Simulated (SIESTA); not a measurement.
**A self-consistent single point of ZnS (P6_3mc, 8 atoms in the cell) with SIESTA**

Level of theory: GGA PBE, numerical atomic orbitals DZP, PseudoDojo PBE standard norm-conserving potentials (rewritten from UPF to PSML) (SIESTA 5.4.2).

Input as run:

```
# files in the folder: Zn.psml S.psml (PseudoDojo PBE standard)
SystemName  ZnS
SystemLabel zns

NumberOfAtoms                8
NumberOfSpecies              2
%block ChemicalSpeciesLabel
  1 30 Zn
  2 16 S
%endblock ChemicalSpeciesLabel
LatticeConstant              1.0 Ang
%block LatticeVectors
     3.808950000    0.000000000    0.000000000
    -1.904475000    3.298647000    0.000000000
     0.000000000    0.000000000   12.452600000
%endblock LatticeVectors
AtomicCoordinatesFormat      ScaledCartesian
%block AtomicCoordinatesAndAtomicSpecies
     1.904476904    1.099547900    9.338578318  1
    -0.000001904    2.199099100    3.112278318  1
     0.000000000    0.000000000    6.226300000  1
     0.000000000    0.000000000    0.000000000  1
     1.904476904    1.099547900   11.677176598  2
    -0.000001904    2.199099100    5.450876598  2
     0.000000000    0.000000000    8.559170084  2
     0.000000000    0.000000000    2.332870084  2
%endblock AtomicCoordinatesAndAtomicSpecies

XC.functional                GGA
XC.authors                   PBE
PAO.BasisSize                DZP
PAO.EnergyShift              0.01 Ry
MeshCutoff                   350 Ry
%block kgrid.MonkhorstPack
    7   0   0  0.0
    0   7   0  0.0
    0   0   2  0.0
%endblock kgrid.MonkhorstPack
OccupationFunction           FD
ElectronicTemperature        10 K

MaxSCFIterations             150
SCF.Mixer.Method             Pulay
SCF.Mixer.Weight             0.25
SCF.Mixer.History            8
SCF.DM.Tolerance             1.0E-05
Diag.ParallelOverK           true
WriteForces                  true
Charge.Mulliken              end
```

Output, abridged:

```
reinit: Reading from file input.fdf

reinit: System Name: ZnS
reinit: System Label: zns

coor:   Atomic-coordinates input format  =     Cartesian coordinates
coor:                                          (in units of alat)

siesta: Atomic coordinates (Bohr) and species
siesta:      3.59894   2.07784  17.64736  1        1
siesta:     -0.00000   4.15570   5.88135  1        2
siesta:      0.00000   0.00000  11.76600  1        3
siesta:      0.00000   0.00000   0.00000  1        4
siesta:      3.59894   2.07784  22.06667  2        5
siesta:     -0.00000   4.15570  10.30066  2        6
siesta:      0.00000   0.00000  16.17449  2        7
siesta:      0.00000   0.00000   4.40849  2        8

siesta: System type = bulk

initatomlists: Number of atoms, orbitals, and projectors:      8   128   144

siesta: ******************** Simulation parameters ****************************
redata: Spin configuration                          = none
redata: Time-Reversal Symmetry                      = T
redata: Number of Atomic Species                    =        2
redata: Mesh Cutoff                                 =   350.0000 Ry
redata: Net charge of the system                    =     0.0000 |e|
redata: Min. number of SCF Iter                     =        0
redata: Max. number of SCF Iter                     =      150
redata: SCF convergence failure will abort job
redata: SCF mix quantity                            = Hamiltonian
redata: Mix DM or H after convergence               =   F
redata: Recompute H after scf cycle                 =   F
redata: Mix DM in first SCF step                    =   T
redata: No kicks to SCF
redata: DM Mixing Weight for Kicks                  =     0.5000
redata: Require Harris convergence for SCF          =   F
redata: Harris energy tolerance for SCF             =     0.000100 eV
redata: Require DM convergence for SCF              =   T
   [... lines left out ...]
diag: Parallel distribution                         =     1 x     1
diag: Used triangular part                          = Lower
diag: Absolute tolerance                            =  0.100E-15
diag: Orthogonalization factor                      =  0.100E-05
diag: Memory factor                                 =  1.0000

superc: Internal auxiliary supercell:     5 x     5 x     3  =      75
superc: Number of atoms, orbitals, and projectors:    600   9600  10800

                        Single-point calculation

superc: Internal auxiliary supercell:     5 x     5 x     3  =      75
superc: Number of atoms, orbitals, and projectors:    600   9600  10800

outcell: Unit cell vectors (Ang):
        3.808950    0.000000    0.000000
       -1.904475    3.298647    0.000000
        0.000000    0.000000   12.452600

outcell: Cell vector modules (Ang)   :    3.808950    3.808950   12.452600
outcell: Cell angles (23,13,12) (deg):     90.0000     90.0000    120.0000
outcell: Cell volume (Ang**3)        :    156.4592
new_DM -- step:     1
Initializing Density Matrix...

Attempting to read DM from file... Failed...
DM filled with atomic data:

InitMesh: MESH = 40 x 40 x 144 = 230400
InitMesh: Mesh cutoff (required, used) =   350.000   369.579 Ry

stepf: Fermi-Dirac step function
        iscf     Eharris(eV)        E_KS(eV)     FreeEng(eV)     dDmax    Ef(eV) dHmax(eV)
   scf:    1   -23724.157329   -23869.623660   -23869.623682  0.986195  0.222429 35.035196
   scf:    2   -23985.285292   -23944.876660   -23944.876660  0.514402 -2.432494  6.706873
   scf:    3   -23947.999344   -23946.728161   -23946.728161  0.117450 -1.711738  2.195176
   scf:    4   -23946.415519   -23946.578337   -23946.578337  0.018173 -1.560104  2.932044
   scf:    5   -23946.993081   -23946.893430   -23946.893430  0.074142 -0.847043  0.380535
   scf:    6   -23946.901603   -23946.897871   -23946.897871  0.005221 -0.813226  0.201586
   scf:    7   -23946.900670   -23946.899615   -23946.899615  0.005315 -2.305035  0.027347
   scf:    8   -23946.899666   -23946.899650   -23946.899650  0.000833 -2.300310  0.001520
   scf:    9   -23946.899649   -23946.899650   -23946.899650  0.000145 -2.301235  0.002735
   scf:   10   -23946.899650   -23946.899650   -23946.899650  0.000111 -2.300555  0.001077
   scf:   11   -23946.899650   -23946.899650   -23946.899650  0.000027 -2.300724  0.000174
   scf:   12   -23946.899650   -23946.899650   -23946.899650  0.000005 -2.300753  0.000025
SCF Convergence by DM+H criterion
max |DM_out - DM_in|         :     0.0000049224
max |H_out - H_in|      (eV) :     0.0000248862
SCF cycle converged after 12 iterations

Using DM_out to compute the final energy and forces

siesta: E_KS(eV) =           -23946.8997

siesta: E_KS - E_eggbox =    -23946.8997

siesta: Atomic forces (eV/Ang):
     1   -0.000082    0.000048   -0.023135
     2    0.000082   -0.000048   -0.023135
     3   -0.000034    0.000019    0.016015
     4    0.000034   -0.000019    0.016015
     5   -0.000047    0.000026   -0.016926
     6    0.000047   -0.000026   -0.016926
     7    0.000034   -0.000019    0.025716
     8   -0.000034    0.000019    0.025716
   Tot    0.000000   -0.000000    0.003339
   Max    0.025716
   Res    0.012040    sqrt( Sum f_i^2 / 3N )
   Max    0.025716    constrained

Stress tensor Voigt[x,y,z,yz,xz,xy] (kbar):       -7.68       -7.50       -8.30        0.00        0.00        0.15
(Free)E + p*V (eV/cell)   -23946.1352
Target enthalpy (eV/cell)   -23946.8997

siesta: Program's energy decomposition (eV):
siesta: Ebs     =     -3669.913405
siesta: Eions   =     28155.398382
siesta: Ena     =      1433.484106
siesta: Ekin    =     10519.910038
siesta: Enl     =     -5092.647777
siesta: Eso     =         0.000000
siesta: Edftu   =         0.000000
siesta: DEna    =       126.942882
siesta: DUscf   =        15.124248
siesta: DUext   =         0.000000
siesta: Ex      =     -2635.508554
siesta: Ec      =      -158.806212
siesta: Exc     =     -2794.314765
siesta: Eharris =    -23946.899650
siesta: Etot    =    -23946.899650
siesta: FreeEng =    -23946.899650

siesta: Stress tensor (static) (eV/Ang**3):
siesta:    -0.004795    0.000096    0.000000
siesta:     0.000096   -0.004684    0.000000
siesta:     0.000000    0.000000   -0.005179

siesta: Cell volume =        156.459217 Ang**3

siesta: Pressure (static):
siesta:                Solid            Molecule  Units
siesta:           0.00005322          0.00005827  Ry/Bohr**3
siesta:           0.00488598          0.00535037  eV/Ang**3
siesta:           7.82820992          8.57224032  kBar

mulliken: Atomic and Orbital Populations:

   [... lines left out ...]
              0.320   1.903   1.910   1.894   1.910   1.903   0.069   0.063

              0.077   0.063   0.069
   4 19.562   2.000   1.055  -0.317   2.004   2.004   2.004   0.320   0.313
              0.320   1.903   1.910   1.894   1.910   1.903   0.069   0.063

              0.077   0.063   0.069

Species: S
Atom  Qatom  Qorb
               3s      3s      3py     3pz     3px     3py     3pz     3px
               3Pdxy   3Pdyz   3Pdz2   3Pdxz   3Pdx2-y2
   5  6.434   1.583   0.112   1.590   1.583   1.590  -0.056  -0.054  -0.056
              0.029   0.026   0.033   0.026   0.029
   6  6.434   1.583   0.112   1.590   1.583   1.590  -0.056  -0.054  -0.056
              0.029   0.026   0.033   0.026   0.029
   7  6.418   1.594   0.106   1.575   1.564   1.575  -0.048  -0.043  -0.048
              0.029   0.026   0.033   0.026   0.029
   8  6.418   1.594   0.106   1.575   1.564   1.575  -0.048  -0.043  -0.048
              0.029   0.026   0.033   0.026   0.029

mulliken: Qtot =      104.000

Mulliken Atomic Populations:
Atom #   charge [q] valence [e]  Species
     1     0.413905   19.586095  Zn
     2     0.413905   19.586095  Zn
     3     0.437955   19.562045  Zn
     4     0.437955   19.562045  Zn
     5    -0.433701    6.433701  S
     6    -0.433701    6.433701  S
     7    -0.418159    6.418159  S
     8    -0.418159    6.418159  S
 Total    -0.000000
```

The run converged in 12 iterations.

The starting cell comes from a database of computed structures (which also holds hypothetical and non-ambient phases and stackings), without a prior relaxation at this level. Values carry the incompleteness of an atom-centred basis.

Cost on one core of a shared machine: roughly 40 s.
